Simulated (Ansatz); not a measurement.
Start from AlRu in the CsCl type structure (space group Pm-3m, No. 221; a = 2.977 Å; relaxed with 0.1 eV smearing). Axes: x, y, z lie along the cube axes.

All numbers come from PBEsol, PAW, 420 eV (Ansatz, a first-principles code; scalar-relativistic without spin-orbit coupling).

Before the change:

| Property | Value |
|---|---|
| Pressure | 0.0 GPa |

The change: compressive biaxial strain of 0.83 % in the plane normal to [111], as in epitaxy on a mismatched substrate; the out-of-plane cell vector and the atoms relax.

Task: How does this affect the pressure?

Result: The pressure (mean of the normal stresses, compression positive) goes from zero to 2.5 GPa.

Task: What does the calculation give for the out-of-plane strain after the change?

Result: The out-of-plane strain comes out as +0.55 %.

Whether these cells are dynamically stable was not tested. The final runs are not spin-polarised.
